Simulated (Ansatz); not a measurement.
Input for alpha Ga2O3:

Ansatz 0.2 input:
```yaml
crystal:
  lattice:
    - [2.528914715, 1.460069591, 4.5411246]
    - [-2.528914715, 1.460069591, 4.5411246]
    - [0.0, -2.920139183, 4.5411246]
  atoms:
    - { symbol: Ga, position: [0.8558429, 0.8558429, 0.8558429] }
    - { symbol: Ga, position: [0.3558429, 0.3558429, 0.3558429] }
    - { symbol: Ga, position: [0.1441571, 0.1441571, 0.1441571] }
    - { symbol: Ga, position: [0.6441571, 0.6441571, 0.6441571] }
    - { symbol: O, position: [0.4468728, 0.0531272, 0.75] }
    - { symbol: O, position: [0.0531272, 0.75, 0.4468728] }
    - { symbol: O, position: [0.5531272, 0.9468728, 0.25] }
    - { symbol: O, position: [0.25, 0.5531272, 0.9468728] }
    - { symbol: O, position: [0.9468728, 0.25, 0.5531272] }
    - { symbol: O, position: [0.75, 0.4468728, 0.0531272] }
basis:
  ecutwfc: 500
  ecutrho_ratio: 4
  xc_grid: 4
kpoints:
  mp_grid: { grid: [8, 8, 8] }
  band_path: { path: [VBM, CBM], npoints: 4 }
hamiltonian:
  xc: r2scan
  dispersion: none
  pseudopotentials: { kind: paw }
scf:
  n_extra_bands: 11
  occupations: { method: fermi_dirac, width: 0.01 }
  convergence: { dr2_threshold: 0.000000001 }
output:
  eigenvalues: true
```

Method: r2SCAN (plane waves to 500 eV, PAW; Ansatz, an electronic-structure program). Scalar-relativistic, without spin–orbit coupling. Its k-point mesh 8×8×8, Fermi–Dirac width 0.01 eV.

**Question.** Write the closing report of this run, without the band table and long remarks, to eight decimals at most.

**Answer.** 
```
SCF converged after 9 iterations
Free energy (F): -18577.538771 eV
Harris-Foulkes:  -18577.538771 eV  (|F-HF|=0.00e0)
Internal energy: -18577.538771 eV  (E = F + TS)
E sigma→0 (E₀):  -18577.538771 eV
Fermi energy:    9.709384 eV
--- Per-component energies (eV) ---
  E_band       = -101.544212
  E_kinetic    = 1519.827163
  E_local      = -8680.806998  (includes V_loc(G=0)·N_el)
  E_nonlocal   = 2031.196256
  E_hartree    = 3918.833506
  E_xc         = -681.892098
  E_vxc        = -859.903177  (∫ρ·V_xc dr)
  E_paw        = -9021.211590  (= ΣΔE_a)
  E_vpaw       = -2000.664825  (= ΣTr[D̂ρ^β])
  E_aug_tail   = 0.005727  (compensation charges beyond the density's cutoff)
  E_vtau       = 51.134332  (kinetic-family band-sum trace: ∫τ·v_τ [+ j·A + Jᵃ·Aᵃ] dr)
  E_ewald      = -7660.686812
  E_core_change = -2.803925  (= ΣΔE_core)
  E_smearing   = 0.000000  (= −TS)
  E_closure    = 0.000000  (closes the sum)
  Σ components = -18577.538771   (vs F -18577.538771, Δ=0.00e0)
```

Cost: about 80 core-seconds (a rough figure).
